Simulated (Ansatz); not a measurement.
Start from MoS2 in the 2H-MoS2 type structure (space group P6_3/mmc, No. 194; a = 3.109 Å, c = 11.709 Å; layered, stacked along the Cartesian z axis).

Method: PBEsol-D3(BJ)/PAW in Ansatz (a first-principles code), scalar-relativistic without spin-orbit coupling, earlier PAW set.

Base values:

- c/a ratio = 3.766
- Lattice parameter a = 310.9 pm

It is then changed as follows: cell and atoms relaxed at a pressure of 75 GPa.

### Question
What does the calculation give for the c/a ratio after the change?

### Answer
The c/a ratio decreases by 0.098 (3.766 → 3.668).

### Question
Estimate the effect on the lattice parameter a.

### Answer
The lattice parameter a drops by 33.4 pm to 277.5 pm.

A case with no gap was solved on a k-mesh chosen for an insulator, which is coarse for it. Load acts through the strain it causes; cell and atoms are relaxed under it. Whether these cells are dynamically stable was not tested. No other phases were tried under pressure. The final runs are not spin-polarised.
